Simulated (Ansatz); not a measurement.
Al2O3 (R-3, No. 148, 10 atoms in the cell; start mp-754624; a measured phase of this formula has another space group) was calculated with r²SCAN (Ansatz, a quantum-chemistry and plane-wave program, plane waves, PAW).

Settings: plane-wave cutoff 560 eV, 8×8×8 k mesh, Fermi–Dirac smearing 0.01 eV, scalar-relativistic PAW data made under PBE.

Cell (relaxed at this level):

Space group R-3, hexagonal axes (No. 148); a = b = 4.8017 Å, c = 13.4046 Å, α = β = 90.00°, γ = 120.00°

```json
[
 {"atom": "Al", "site": "3a", "symmetry": "-3.", "x": "0.0000", "y": "0.0000", "z": "0.0000"},
 {"atom": "Al", "site": "3b", "symmetry": "-3.", "x": "0.0000", "y": "0.0000", "z": "0.5000"},
 {"atom": "Al", "site": "6c", "symmetry": "3.", "x": "0.0000", "y": "0.0000", "z": "0.3067"},
 {"atom": "O", "site": "18f", "symmetry": "1", "x": "0.0209", "y": "0.3662", "z": "0.2585"}
]
```
(The calculation used a cell of 10 atoms; values per cell refer to that cell.)

Problem. Estimate the band gap and smallest direct gap on the k points sampled that the calculation returns.

Solution. 
- band gap: 6.89 eV (indirect)
- smallest direct gap on the k points sampled: 6.92 eV

Computed values are for the static lattice.

It cost very roughly 40 core-seconds of CPU time.

A start named mp-… is a Materials Project structure, which need not be a measured phase.
